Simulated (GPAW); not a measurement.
**Equation of state of zinc-blende ZnS (space group 216): energy against volume (GPAW, PBE)**

```yaml
crystal:
  lattice:
    - [0.00000, 2.65690, 2.65690]
    - [2.65690, 0.00000, 2.65690]
    - [2.65690, 2.65690, 0.00000]
  atoms:
    - { symbol: Zn, position: [0.00000, 0.00000, 0.00000] }
    - { symbol: S, position: [0.75000, 0.75000, 0.75000] }
```

Level of theory: PBE, GPAW PAW datasets PBE (gpaw-data 1.0.1) (plane waves; GPAW). Settings: mode = pw; ecut = 780 eV; xc = PBE; kpts = 10 10 10; mesh shift (steps) = 0 0 0; occupations.name = fermi-dirac; occupations.width = 0.01 eV; nbands = -4; convergence.density = 1e-05 e/electron; convergence.energy = 1e-05 eV/electron; convergence.bands = -2; symmetry.symmorphic = false; symmetry.tolerance = 0.0005; maxiter = 150. The cell above is the first row's. The rows scale it uniformly. In all rows fractional positions and the k mesh are held. E is the free energy at the stated smearing, counted from the lowest row.

```
V (Å^3/atom)  E (meV/atom)
------------  ------------
18.755               24.72
19.163               11.91
19.571                3.84
19.979                0.02
20.386                0.00
20.794                3.39
21.202                9.83
21.610               19.01
22.017                   ?
```

The 8 complete rows are fitted with the third-order Birch-Murnaghan form, a cubic in V^(-2/3), E against V. With u = V^(-2/3) - 0.135, the rows have u = 0.006663, 0.004645, 0.002697, 0.000816, -0.000998, -0.002756, -0.004458, -0.006107. Least squares gives E = -0.430 + 108.4·u + 544402·u² + 877960·u³. Residuals (row less fit): -0.001, 0.002, 0.001, -0.001, -0.003, 0.002, 0.002, -0.002; standard error 0.003 (degrees of freedom: 4). Its minimum lies at u = -0.000100, so V0 = (0.134900)^(-3/2) = 20.18. There d²E/du² = 1088000 and d³E/du³ = 5268000, so B0 = (4/9) × 20.18^(-7/3) × 1088000 × 0.160218 = 69.9 GPa (the last factor turns the table's units into GPa), and B0' = 4 + (2/3) × 0.134900 × (5268000)/1088000 = 4.4. The program's pressures in the fitted runs (not shown) pass through zero at V = 20.17, 0.04 % from this V0.

Task: Predict the withheld E at V = 22.017 from the fit, and compare with the calculation.

Result: u = -0.007700, so E = -0.430 + 108.4 × (-0.007700) + 544402 × (-0.007700)² + 877960 × (-0.007700)³ = 30.612 meV/atom. The calculation gives 30.64 meV/atom, 0.028 meV/atom above the prediction (0.1 % of the range of E in the table). The row lies outside the fitted rows, so this is an extrapolation. From the scatter of the fitted rows alone, a prediction at this place has a standard error of 0.007 meV/atom, so the miss is 4.2 times that.

Carrying the step between the two nearest rows on in a straight line would have given 28.17, off by 2.47; series whose last step already gives the withheld value aren't shown. The scan was laid around a cell of about the measured size, scaled by a guess for this functional. The runs keep the symmetry of the cell, so they don't test it for distortions. Cutoffs and mesh are single choices, not tested for convergence of this quantity. Series with a scatter that would blur these digits, or in which a gap closes, are not shown. Nor are scans whose minimum lies at an end fitted in this form.

Terms beyond the fitted order, or numerical noise in single rows, can give a miss of this size; the table doesn't tell which.
